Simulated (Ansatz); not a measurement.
Start from CsSnI3 in the cubic perovskite structure (space group Pm-3m, No. 221; a = 6.031 Å). Axes: x, y, z lie along the cube axes.

Structures relaxed with Ansatz (a first-principles code), LDA, PAW, cutoff 420 eV, no spin-orbit coupling.

Base:

Simulated powder pattern, Cu Kα, λ = 1.54184 Å (kinematic, ideal powder, no thermal factors, no anomalous dispersion; the 8 strongest lines at most, above 2 %, up to 2θ = 90°):

```
2θ (°)  I/Imax (%)    hkl
------  ----------  -----
20.83           19  (110)
25.58           75  (111)
29.63          100  (200)
42.39           74  (220)
50.17           35  (311)
52.57           26  (222)
69.74           33  (420)
77.55           25  (422)
```

It is then changed as follows: biaxial strain −1.20 %, plane normal [001], relaxed out of plane (Cartesian); in-plane vectors clamped, the third vector and the atoms free.

**Question.** Where do the lines fall after the change?

**Answer.** 
Simulated powder pattern, Cu Kα, λ = 1.54184 Å (kinematic, ideal powder, no thermal factors, no anomalous dispersion; the 8 strongest lines at most, above 2 %, up to 2θ = 90°):

```tsv
2θ (°)	d (Å)	I/Imax (%)	hkl
25.77	3.457	100	(111)
29.54	3.023	46	(002)
30.00	2.979	88	(200)
42.61	2.122	67	(202)
42.93	2.107	33	(220)
50.75	1.799	30	(311)
52.98	1.728	35	(222)
78.45	1.219	22	(422)
```

The indices refer to the base's conventional cell; one index is shown for lines that coincide. The space group is now P4/mmm (No. 123).

Stability against distortions was not tested. All final runs are without spin polarisation. Many cubic perovskites are stable only at high temperature; tilts and polar distortions were not tested.
